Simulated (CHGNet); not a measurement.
# C11b WSi₂

Level of theory: the machine-learned potential CHGNet 0.3.0 (trained on PBE and PBE+U data).

Cell: relaxed at this level.

| Property | Value |
|---|---|
| lattice constant a | 3.210 Å |
| lattice parameter c | 7.933 Å |

Measured, for comparison: lattice constant a 3.214 Å, lattice parameter c 7.831 Å (temperature not stated, no zero-point or thermal correction; as tabulated in Pavlosiuk et al. (2022), arXiv:2202.05362). Computed (rounded) less measured: lattice constant a -0.1 %, lattice parameter c +1.3 %.

A machine-learned potential is trained on density-functional data: it inherits that level's misses and adds fitting errors of its own.

Note: the model gives imaginary modes for this phase (in the spectrum interpolated from a supercell).
